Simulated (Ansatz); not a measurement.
## A series of runs on KNbSi2O7 (P4bm, 44 atoms in the cell)

```cif
data_K4Nb4O28Si8
_chemical_formula_sum 'K4 Nb4 Si8 O28'
_space_group_name_H-M_alt 'P 1'
_space_group_IT_number 1
_cell_length_a 8.87739
_cell_length_b 8.87739
_cell_length_c 8.27439
_cell_angle_alpha 90.000
_cell_angle_beta 90.000
_cell_angle_gamma 90.000
loop_
_space_group_symop_operation_xyz
  'x, y, z'
loop_
_atom_site_label
_atom_site_type_symbol
_atom_site_fract_x
_atom_site_fract_y
_atom_site_fract_z
_atom_site_occupancy
K1 K 0.17807 0.67807 0.99188 1
K2 K 0.32193 0.17807 0.99188 1
K3 K 0.82193 0.32193 0.99188 1
K4 K 0.67807 0.82193 0.99188 1
Nb1 Nb 0.50000 0.50000 0.72047 1
Nb2 Nb 0.00000 0.00000 0.72047 1
Nb3 Nb 0.50000 0.50000 0.21774 1
Nb4 Nb 0.00000 0.00000 0.21774 1
Si1 Si 0.12386 0.37614 0.69303 1
Si2 Si 0.62386 0.12386 0.69303 1
Si3 Si 0.87614 0.62386 0.69303 1
Si4 Si 0.37614 0.87614 0.69303 1
Si5 Si 0.87650 0.62350 0.30282 1
Si6 Si 0.37650 0.87650 0.30282 1
Si7 Si 0.12350 0.37650 0.30282 1
Si8 Si 0.62350 0.12350 0.30282 1
O1 O 0.42349 0.71198 0.76293 1
O2 O 0.28802 0.42349 0.76293 1
O3 O 0.57651 0.28802 0.76293 1
O4 O 0.71198 0.57651 0.76293 1
O5 O 0.07651 0.21198 0.76293 1
O6 O 0.21198 0.92349 0.76293 1
O7 O 0.92349 0.78802 0.76293 1
O8 O 0.78802 0.07651 0.76293 1
O9 O 0.92363 0.78721 0.23270 1
O10 O 0.21279 0.92363 0.23270 1
O11 O 0.07637 0.21279 0.23270 1
O12 O 0.78721 0.07637 0.23270 1
O13 O 0.57637 0.28721 0.23270 1
O14 O 0.28721 0.42363 0.23270 1
O15 O 0.42363 0.71279 0.23270 1
O16 O 0.71279 0.57637 0.23270 1
O17 O 0.61978 0.11978 0.49785 1
O18 O 0.88022 0.61978 0.49785 1
O19 O 0.38022 0.88022 0.49785 1
O20 O 0.11978 0.38022 0.49785 1
O21 O 0.00000 0.50000 0.76384 1
O22 O 0.50000 0.00000 0.76384 1
O23 O 0.00000 0.50000 0.23156 1
O24 O 0.50000 0.00000 0.23156 1
O25 O 0.50000 0.50000 0.50263 1
O26 O 0.00000 0.00000 0.50263 1
O27 O 0.50000 0.50000 0.99890 1
O28 O 0.00000 0.00000 0.99890 1
```

Base run A: PBEsol, default PAW files made with PBE (Ansatz, a program for electronic structure), self-consistent single point.

Its settings: basis.ecutwfc = 420 eV; kpoints.mp_grid.grid = 3 3 3; hamiltonian.xc = pbesol; hamiltonian.pseudopotentials = {kind: paw} (the program's default PAW files); scf.occupations.method = fixed.

The starting cell comes from a database of computed structures (which also holds hypothetical and non-ambient phases and stackings), without a prior relaxation at this level. In the base run, with a pressure of about -5 GPa the cell is away from its equilibrium volume at this level. Ansatz's pressure includes its estimate of the finite-basis (Pulay) stress.

ΔF is the free energy per atom less that of run A. 

Run A gave: pressure (GPa) -4.73; largest force (eV/Å) 0.835; gap on the mesh (eV) 3.467; k-points 6.

Runs:
- B: kpoints.mp_grid.grid, kpoints.mp_grid.shift = 1 1 1, default
- C: kpoints.mp_grid.grid, kpoints.mp_grid.shift = 1 1 1, 0.5 0.5 0.5
- D: kpoints.mp_grid.grid, kpoints.mp_grid.shift = 2 2 2, default
- E: kpoints.mp_grid.grid, kpoints.mp_grid.shift = 2 2 2, 0.5 0.5 0.5
- F: kpoints.mp_grid.grid, kpoints.mp_grid.shift = 2 2 3, default
- G: kpoints.mp_grid.grid, kpoints.mp_grid.shift = 2 2 3, 0.5 0.5 0.5
- H: kpoints.mp_grid.grid, kpoints.mp_grid.shift = 3 3 3, 0.5 0.5 0.5
- I: kpoints.mp_grid.grid, kpoints.mp_grid.shift = 3 3 3, 0 0 0.5

Task: What does run I change against A?

Result: The free energy hardly moves (within 1 meV/atom), the pressure hardly changes (-4.73 to -4.74 GPa), the largest force moves little (0.835 to 0.833 eV/Å) and the gap on the mesh goes from 3.467 to 3.501 eV.

Task: What does run D change against A?

Result: The free energy hardly moves (within 1 meV/atom), the pressure stays at -4.73 GPa, the largest force goes from 0.835 to 0.851 eV/Å and the gap on the mesh hardly changes (3.467 to 3.462 eV).

Task: What does run B change against A?

Result: The free energy goes up by 34.0 meV/atom, the pressure goes from -4.73 to -4.58 GPa, the largest force goes from 0.835 to 1.283 eV/Å and the gap on the mesh goes from 3.467 to 3.425 eV.

| run | ΔF (meV/atom) | pressure (GPa) | largest force (eV/Å) | gap on the mesh (eV) | k-points |
|---|---|---|---|---|---|
| A | 0.00 | -4.73 | 0.835 | 3.467 | 6 |
| B | 34.0 | -4.58 | 1.283 | 3.425 | 1 |
| C | -29.3 | -4.91 | 0.531 | 4.174 | 1 |
| D | 0.48 | -4.73 | 0.851 | 3.462 | 6 |
| E | -0.43 | -4.74 | 0.817 | 3.754 | 1 |
| F | 0.16 | -4.74 | 0.836 | 3.470 | 6 |
| G | -0.08 | -4.74 | 0.832 | 3.708 | 2 |
| H | 0.05 | -4.74 | 0.833 | 3.608 | 6 |
| I | -0.02 | -4.74 | 0.833 | 3.501 | 6 |

Keys are those of Ansatz 0.2.
